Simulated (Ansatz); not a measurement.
Formation energies of neutral defects against the elements (graphite for carbon, diatomic gases, S8), in hcp Ru (eV), each at one geometry relaxed with PBE and evaluated in Ansatz (a first-principles code) with PBE, r2SCAN. Cell and caveats: 48-site cell; 4×4×4 shifted k-points; no spin–orbit coupling; no Hubbard U; energies good to tenths of an eV; the relaxation kept the symmetry of the starting site; flagged in the runs: for some of the defects a host that isn't quite at rest in this cell.

```tsv
defect	x: PBE (eV)	y: r2SCAN (eV)
Si on the Ru site	-0.39	-0.36
Ir on the Ru site	-0.27	-0.30
Mo on the Ru site	-0.22	-0.28
Zr on the Ru site	-0.19	-0.49
Rh on the Ru site	-0.03	-0.04
Cu on the Ru site	0.89	0.96
S on the Ru site	2.00	2.00
Cl on the Ru site	3.80	3.69
B on the Ru site	2.21	?
```

Task: Fit a straight line to the 8 complete rows and predict the last.

Result: Means: x = 0.699, y = 0.647; Sxx = 15.636, Sxy = 15.634. Slope 15.634 / 15.636 = 1.00, intercept 0.647 − 1.00 × 0.699 = -0.05 eV; the rows scatter by 0.12 eV about the line, and R² = 0.99. Prediction: -0.05 + 1.00 × 2.21 = 2.16 eV. The calculation gave 2.42 eV, 0.26 eV above the line, outside twice its scatter.
